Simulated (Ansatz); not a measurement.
The starting structures come from a database of crystals and need not be the phases stable at ambient conditions.

 Where the default PAW files enter, the runs use the earlier of Ansatz's two default sets.

```yaml
crystal:
  lattice:
    - [2.89752, 0.00000, 0.00000]
    - [0.00000, 7.80551, 0.00000]
    - [0.00000, -3.34550, 3.86277]
  atoms:
    - { symbol: P, position: [0.50000, 0.87381, 0.21149] }
    - { symbol: P, position: [0.50000, 0.12619, 0.78851] }
    - { symbol: P, position: [0.00000, 0.62619, 0.46387] }
    - { symbol: P, position: [0.00000, 0.37381, 0.53613] }
    - { symbol: Ru, position: [0.50000, 0.50000, 0.00000] }
    - { symbol: Ru, position: [0.00000, 0.00000, 0.00000] }
```

Space group of this cell: Pnnm. The cell is taken as given; by PBEsol its mean pressure is -3.5 GPa.

Transport runs along the normal of the first two printed cell vectors.

The gap is the functional's own, uncorrected, and κ follows it; spin-orbit coupling is left out. Mid-gap values are interpolated between the computed energies.

Predict the band gap and the smallest decay constant κ at mid-gap from PBEsol (Ansatz, a quantum-chemistry and plane-wave program).

Gap 0.48 eV on a 10×8×8 mesh; κ = 0.086 1/Å, at (0.500, 0.500) of the in-plane reciprocal vectors. At the zone centre, at the nearest computed energy, the slowest state has κ = 0.18 1/Å.
